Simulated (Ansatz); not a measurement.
Consider HfN in the rock salt structure (space group Fm-3m, No. 225; a = 4.548 Å; relaxed with 0.1 eV smearing).

Method: Kohn–Sham DFT with the PBE functional, run in Ansatz (a program for electronic structure) with PAW and 420 eV plane waves, scalar-relativistic without spin-orbit coupling.

For the base:

```
Item       Result
--------  -------
Pressure  0.0 GPa
```

One thing is altered: the cell is scaled by 0.9900 in all directions, atoms relaxed at fixed cell.

Task: What does the calculation give for the pressure and energy relative to the base after the change?

Result: The pressure goes from zero to 8.5 GPa; the energy grows by 9.0 meV/atom.

The cells carry an imposed strain or load. Whether these cells are dynamically stable was not tested. The final runs are not spin-polarised. An odd electron count without spin: HfN.
